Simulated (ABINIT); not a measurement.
## Cost against accuracy: ngkpt for NaF (Fm-3m, 2 atoms in the cell)

```
CELL_PARAMETERS angstrom
      0.00000     2.25801     2.25801
      2.25801     0.00000     2.25801
      2.25801     2.25801     0.00000
ATOMIC_POSITIONS crystal
  Na 0.00000 0.00000 0.00000
  F  0.50000 0.50000 0.50000
```

Method: PBE, norm-conserving pseudopotentials (PseudoDojo nc-sr-05 PBE standard) (plane waves; ABINIT).

Base settings: pseudos = [Na.upf, F.upf]; ecut = 1197 eV; ixc = 11; occopt = 1; ngkpt = 7 7 7; nshiftk = 1; shiftk = 0 0 0; potentials = PseudoDojo nc-sr-05 PBE standard; nband = 10; kptopt = 1.

Misses are taken against the tightest run, 31 31 31, which need not be fully converged itself. The energy is the free energy per atom.

The count of work is k-points × plane waves × bands × iterations; it is no time, and leaves out set-up, grids and terms that scale otherwise. Core times come from one kind of shared machine and are given to one figure; runs under 30 s give none.

The starting cell comes from a database of computed structures (which also holds hypothetical and non-ambient phases and stackings), without a prior relaxation at this level. Its lattice was rescaled by a random factor within 2.5 % of one. In the base run, with a pressure of about 7 GPa the cell is away from its equilibrium volume at this level.

```tsv
ngkpt	energy less reference (meV/atom)	pressure less reference (GPa)	count of work / reference	core time / reference (rough)
1 1 1	2230.77	39.55	0.00066	–
2 2 2	69.61	1.40	0.0020	–
3 3 3	3.22	0.07	0.0049	–
7 7 7	0.00	0.00	0.024	–
9 9 9	0.00	0.00	0.043	0.04
10 10 10	0.00	0.00	0.058	0.05
12 12 12	0.00	0.00	0.088	0.08
14 14 14	0.00	0.00	0.13	0.1
17 17 17	0.00	0.00	0.20	0.2
20 20 20	0.00	0.00	0.31	0.3
25 25 25	0.00	0.00	0.56	0.6
31 31 31	0.00	0.00	1.0	1
```

Coarsest setting among those run that, with all tighter ones, holds the energy within 5 meV/atom of the reference: 3 3 3, off by 3.2 meV/atom; it needs 0.0049 of the reference's count of work.

Coarsest setting among those run that, with all tighter ones, holds the energy within 1 meV/atom of the reference: 7 7 7, off by 0.00 meV/atom; it needs 0.024 of the reference's count of work.

The step from 2 2 2 to 3 3 3: it takes the miss in the energy from 70 to 3.2 meV/atom, for 2.4 times the count of work.
